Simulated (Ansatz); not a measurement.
The cell is built on a prototype and need not be the phase stable at ambient conditions.

By r2SCAN, the system below comes out a metal.

The ballistic (Sharvin) conductance counts the channels at the Fermi level: G/A = (e²/h) × channels of both spins per area.

Input:

```
InSb
1.0
    4.18395     0.00000     0.00000
    0.00000    12.13830     0.00000
    0.00000     0.00000     4.37326
In Sb
4 4
Direct
  0.75000   0.87501   0.25000
  0.25000   0.62499   0.75000
  0.25000   0.12499   0.75000
  0.75000   0.37501   0.25000
  0.75005   0.12501   0.25000
  0.25005   0.37499   0.75000
  0.24995   0.87499   0.75000
  0.74995   0.62501   0.25000
```

Space group of this cell: Immm. The cell was relaxed by PBE-D3(BJ); by r2SCAN its mean pressure is 0.9 GPa.

The current flows along the normal of the first two printed cell vectors. No spin-orbit coupling; the value is a mean over 0.1 eV about the Fermi level.

Predict the ballistic conductance per area from r2SCAN (Ansatz, an electronic-structure program).

0.81 × 10¹⁵ S/m² for both spins.
